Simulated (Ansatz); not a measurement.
Strongest site found for several adsorbates on bcc W (110).

Method: PBE (plane waves to 420 eV, PAW; Ansatz, a first-principles code).

Counted are starts at which the adsorbate stayed whole and on top. Thin slabs; no dispersion, zero-point or thermal terms; negative values mean binding.

```
adsorbate, area an adsorbate          reference  bonded to  E_ads (eV)  shortest bond to the host (Å)
----------------------------  -----------------  ---------  ----------  -----------------------------
CO, 7 Å²                                  CO(g)          W           ?                           2.03
OH, 7 Å²                       H2O(g) − ½ H2(g)        2 W       -0.93                           2.17
Br, 7 Å²                               ½ Br2(g)          W       -0.39                           2.60
Al, 14 Å²                     an atom of fcc Al        4 W       -0.79                           2.65
N, 65 Å²                                ½ N2(g)        3 W       -1.80                              ?
S, 65 Å²                                ⅛ S8(g)        4 W       -3.18                           2.40
Br, 29 Å²                              ½ Br2(g)        3 W           ?                           2.64
Mg, 14 Å²                     an atom of hcp Mg        4 W       -0.37                           2.85
I, 29 Å²                                ½ I2(g)        3 W           ?                           2.84
```

### Question
Fill in the missing entries.

### Answer

- CO, 7 Å², E_ads (eV): -1.58
- N, 65 Å², shortest bond to the host (Å): 1.98
- Br, 29 Å², E_ads (eV): -2.43
- I, 29 Å², E_ads (eV): -2.27
